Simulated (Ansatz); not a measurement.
Levels about the gap of amorphous Al₄P₁₂O₃₆ (52 atoms in a cell of 770 Å³, 2.28 g/cm³; zone centre alone, so wide bands show as single levels with stretches between that a denser mesh fills), at the geometry that PBE relaxed, where it gives 0.0 GPa on a denser mesh. The participation number counts the atoms over which a state spreads; weights are charges in smoothed Voronoi cells. The levels come from a single point, so bond lengths are those of that geometry. Method of the levels: r2SCAN, scalar-relativistic without spin-orbit coupling (Ansatz, a program for electronic structure). Sampling: the zone centre alone; Fermi-Dirac width 0.01 eV; collinear spin, started from moments on atoms (the moments died out). At PBE the levels at the filled edge of the gap are localised (band-tail or defect states), and the nearest spread-out levels lie 4.9 eV apart at the zone centre.

The cell was made by melting and quenching with the CHGNet potential and then relaxed with DFT. O atoms were pushed apart under 1.9 Å during the dynamics, to hinder bonds among them. The hot cell started wider than the set density and was brought back towards it in steps. It is the lowest in DFT energy of 2 quenches. It is a model cell: composition and starting density were chosen by hand, and all elements were melted together. No dispersion term was used. Its density started from a set value of 2.46 and ended at 2.28 g/cm³. The simulated quench (nominally 260 K/ps over its main leg) is rapid and tends to freeze in more defects than a deposited or slowly cooled glass has. One small periodic cell is one sample of the glass; other quenches scatter about these values. Volume and shape were free in the relaxation. Stress components on the final sampling reach 1.0 GPa. Cycles of charging lowered its energy after that relaxation.

```csv
"E - E(highest filled), eV",filling,spin,participation number,largest on,weight O,weight P,weight Al
-0.45,filled,up,6.1,"O, 1 neighbours",0.94,0.05,0.01
-0.41,filled,dn,7.6,"O, 1 neighbours",0.94,0.05,0.01
-0.41,filled,up,7.6,"O, 1 neighbours",0.94,0.05,0.01
-0.37,filled,dn,5.6,"O, 1 neighbours",0.95,0.05,0.00
-0.37,filled,up,5.6,"O, 1 neighbours",0.95,0.05,0.00
0.00,filled,dn,3.0,"O, 3 neighbours",0.95,0.03,0.02
0.00,filled,up,3.0,"O, 3 neighbours",0.95,0.03,0.02
5.19,empty,up,45.5,"O, 2 neighbours",0.65,0.28,0.07
5.19,empty,dn,45.5,"O, 2 neighbours",0.65,0.28,0.07
6.23,empty,up,18.2,"P, 4 neighbours",0.53,0.44,0.02
6.23,empty,dn,18.2,"P, 4 neighbours",0.53,0.44,0.02
6.57,empty,up,22.4,"P, 4 neighbours",0.54,0.43,0.03
6.57,empty,dn,22.4,"P, 4 neighbours",0.54,0.43,0.03
7.03,empty,up,24.0,"P, 4 neighbours",0.54,0.40,0.06
```

Most localised among these is the filled level at -0.00 eV, on a O atom, which has 3 neighbours (Al 1.80 Å, Al 1.84 Å, Al 2.00 Å).
